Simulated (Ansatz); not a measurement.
Base system: CoSn (space group P6/mmm, No. 191; a = 5.2940 Å, c = 4.2354 Å; non-magnetic).

The values are results of PBE, PAW, 420 eV (Ansatz, an electronic-structure program; spin-orbit coupling left out), not measurements.

One change was made to it. Results:

The volume per atom falls by 3.27 Å³ to 13.86 Å³; the c/a ratio stays essentially unchanged (0.800 against 0.799).

Q: Name the change that was made.
A. pressure −1 GPa
B. pressure 45 GPa
C. pressure 4.2 GPa
D. pressure 1.8 GPa
E. pressure −2 GPa

A: B, pressure 45 GPa. For comparison, the volume per atom in the other runs: pressure 1.8 GPa gives 16.90 Å³; pressure 4.2 GPa gives 16.62 Å³; pressure −2 GPa gives 17.41 Å³; pressure −1 GPa gives 17.27 Å³.

Load acts through the strain it causes; cell and atoms are relaxed under it. No phonon test of stability was made. No other phases were tried under pressure. Seeded moments were not kept for the base. All final runs are without spin polarisation.
